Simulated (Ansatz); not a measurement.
## How the bulk modulus B0 of Ir₃SnN (model structure, started from the Ni3MgC type, Pm-3m, No. 221, 5 atoms in the cell) moves with the method

No measured value is used here.

```
level (code)     value (GPa)  cell (Å³/atom)
---------------  -----------  --------------
PBE (Ansatz)             226           14.62
PBEsol (Ansatz)          256           14.10
r²SCAN (Ansatz)          248           14.30
```

Spin-polarised start: PBE, PBEsol, r²SCAN. Density-functional levels without +SOC have no spin–orbit coupling. PBE, PBEsol, r²SCAN: the starting moments vanished in the run, and other orders were not tried. PBE, PBEsol, r²SCAN: the bulk modulus is −V dP/dV from two relaxed cells at ±2 % in volume. Each level is taken at its own relaxed cell. Cutoffs differ between the levels. Ansatz's density-functional and Hartree–Fock values are scalar-relativistic unless marked +SOC, with PAW data made under PBE.

A model structure was made by putting elements into a prototype or built by hand; it is no filed structure, need not be a known phase, and can be a saddle point held by its symmetry.

Ansatz is an electronic-structure program.
